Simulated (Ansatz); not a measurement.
PtTe2, response to strain

Base system: PtTe₂ (space group P-3m1, No. 164; layered; relaxed with 0.1 eV smearing).

```
CELL_PARAMETERS angstrom
      4.05264     0.00000     0.00000
     -2.02632     3.50969     0.00000
      0.00000     0.00000     5.09694
ATOMIC_POSITIONS crystal
  Te 0.33333 0.66667 0.26692
  Te 0.66667 0.33333 0.73308
  Pt 0.00000 0.00000 0.00000
```

Strains are applied to the cell and any free atomic positions relax.

Computed with Ansatz (a quantum-chemistry and plane-wave program), PBE-D3(BJ), PAW, cutoff 420 eV, no spin-orbit coupling.

Notes on the quantities. pressure: mean of the normal stresses, compression positive.

```json
[
 {"isotropic strain (%)": "-3", "pressure (GPa)": "9.2"},
 {"isotropic strain (%)": "-1.5", "pressure (GPa)": "4.0"},
 {"isotropic strain (%)": "-1", "pressure (GPa)": "2.5"},
 {"isotropic strain (%)": "-0.5", "pressure (GPa)": "?"},
 {"isotropic strain (%)": "0", "pressure (GPa)": "0.0"},
 {"isotropic strain (%)": "1", "pressure (GPa)": "-2.1"},
 {"isotropic strain (%)": "1.5", "pressure (GPa)": "-3.0"},
 {"isotropic strain (%)": "2", "pressure (GPa)": "-3.9"},
 {"isotropic strain (%)": "2.5", "pressure (GPa)": "-4.7"}
]
```

**Question.** Fit P = P₀ − Bδ + Cδ² with δ = (1 + ε)³ − 1 to the rows shown and predict the withheld row.

**Answer.** Least squares on the printed values gives P₀ = 0.0 GPa, B = 80.5 GPa (at held cell shape), C = 276 GPa (largest residual 0.1 GPa); this predicts 1.2 GPa, and the run gives 1.2 GPa, in agreement.

Whether these cells are dynamically stable was not tested. All final runs are without spin polarisation.
